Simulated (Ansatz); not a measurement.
Faces of hcp Lu in 1x1 cells, as slabs relaxed from ideal cuts; for each face the lowest of the symmetric, stoichiometric cuts and spin starts that were computed. The slabs keep the symmetry of their cuts; real faces may buckle, or reconstruct in larger cells. No spin-orbit coupling, no Hubbard U.

Level of theory: PBE (plane waves to 420 eV, PAW; Ansatz, a quantum-chemistry and plane-wave program).

```tsv
face	cell area (Å²)	outermost plane spacing of the ideal cut (Å)	γ unrelaxed (J/m²)	γ relaxed (J/m²)	work function, top face (eV)
(0001)	10.65	2.73	1.16	1.15	3.48
(10-10)	19.16	1.01	1.11	1.08	3.42
(10-11)	21.92	0.44	1.14	1.11	3.29
(10-12)	28.65	0.68	1.18	1.14	2.94
(10-13)	37.25	0.26	1.22	1.19	3.04
(11-20)	33.19	1.75	1.17	1.13	3.07
(11-21)	34.85	0.83	1.29	1.25	?
(11-22)	39.43	1.48	1.24	1.21	?
(11-23)	46.07	0.63	1.25	1.21	2.98
(20-21)	39.77	0.24	1.15	1.11	3.32
(20-23)	49.89	0.19	1.18	1.13	3.04
(21-30)	50.69	0.38	1.18	1.13	3.15
(21-31)	51.80	0.19	1.24	1.19	3.03
(21-32)	54.99	0.71	1.26	1.22	3.07
(21-33)	59.92	0.16	1.23	1.20	3.15
(30-32)	61.30	0.95	1.15	1.11	3.31
(31-40)	69.08	0.56	1.17	1.13	3.21
```

### Question
Complete the blanks.

### Answer

- (11-21), work function, top face (eV): 3.02
- (11-22), work function, top face (eV): 3.11
